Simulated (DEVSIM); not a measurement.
System: Si n-i-p diode, at 400 K.

Layer 1 from the left is Si, thickness (μm) 0.140, Nd (cm⁻³) 1.7e19, τn (s) 6.4e-5, τp (s) 6.4e-5. Layer 2 from the left is Si, thickness (μm) 0.900, Na (cm⁻³) 5.2e13, τn (s) 6.4e-5, τp (s) 6.4e-5. Layer 3 from the left is Si, thickness (μm) 1.30, Na (cm⁻³) 5.4e18, τn (s) 6.4e-5, τp (s) 6.4e-5.

Left contact: ohmic. Right contact: ohmic. Voltage is applied to the left contact. Recombination: SRH at mid-gap. Mobility is μmin + (μ − μmin)/(1 + (N/Nref)^α).

Constants are typed, rounded textbook-type inputs, not results; the design itself was drawn at random and stands for no fabricated device. Values at 300 K; Nc and Nv go as T^1.5, mobilities as T to minus their exponent, the gap by Varshni's rule with the affinity fixed.

Si: gap (eV) 1.124, affinity (eV) 4.05, permittivity 11.7, Nc (cm⁻³) 2.86e19, Nv (cm⁻³) 3.1e19, μn (cm²/Vs) 1417, μp (cm²/Vs) 470, μn,min 52, μp,min 45, Nref,n 9.7e16, Nref,p 2.2e17, αn 0.68, αp 0.72, T exponent of μn 2.3, T exponent of μp 2.2, Varshni α (eV/K) 0.000473, Varshni β (K) 636.

Simulated with DEVSIM: 1D drift-diffusion, Boltzmann statistics, complete ionisation; no tunnelling, impact ionisation, image-force lowering or self-heating.

**Question.** What does the simulation give for the dark forward voltage at 1 A/cm², the potential step across the device at zero bias, the dark forward voltage at 100 A/cm²?

**Answer.** dark forward voltage at 1 A/cm² 0.571 V; potential step across the device at zero bias 0.989 V; dark forward voltage at 100 A/cm² 0.730 V.
